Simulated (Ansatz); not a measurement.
The reference is Rh in the fcc (Cu type) structure (space group Fm-3m, No. 225; a = 3.782 Å; relaxed with 0.1 eV smearing).

Level of theory: PBEsol (Ansatz, a quantum-chemistry and plane-wave program, PAW, no spin-orbit coupling).

Strains are applied to the cell and any free atomic positions relax.

One change was made to it. Results:

The energy increases by 41 meV/atom; the pressure goes from zero to -14.9 GPa.

Task: Which of these changes matches the shifts?
(A) isotropic strain +3.00 %
(B) isotropic strain +2.00 %
(C) isotropic strain −1.50 %

Result: B, isotropic strain +2.00 %. For comparison, the energy relative to the base in the other runs: isotropic strain +3.00 % gives +89 meV/atom; isotropic strain −1.50 % gives +27 meV/atom.

Stability against distortions was not tested. All final runs are without spin polarisation. Rh lies near a magnetic instability that expansion can trigger; it was not tested.
